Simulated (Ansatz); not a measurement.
For TaN (model structure, started from the NbAs type, I4₁md, No. 109, 4 atoms in the cell), PBE (Ansatz, a program for electronic structure, PAW) gives:

| Item | Result |
|---|---|
| lattice constant a | 2.915 Å |
| lattice parameter c | 10.288 Å |

What does PBE-D3(BJ) in Ansatz (plane waves, PAW) give for the same quantities?


- lattice constant a: 2.896 Å (drops by 0.7 %)
- lattice parameter c: 10.211 Å (shrinks by 0.7 %)

Changes are worked out from the printed values.

Unless a cell is named, each level is at its own relaxed cell (PBE 10.93, PBE-D3(BJ) 10.70 Å³/atom).

Levels without +SOC leave out spin–orbit coupling, which shifts energies and cells of such heavy elements.

Ansatz's density-functional and Hartree–Fock values are scalar-relativistic unless marked +SOC, with PAW data made under PBE.

A model structure was made by putting elements into a prototype or built by hand; it is no filed structure, need not be a known phase, and can be a saddle point held by its symmetry.
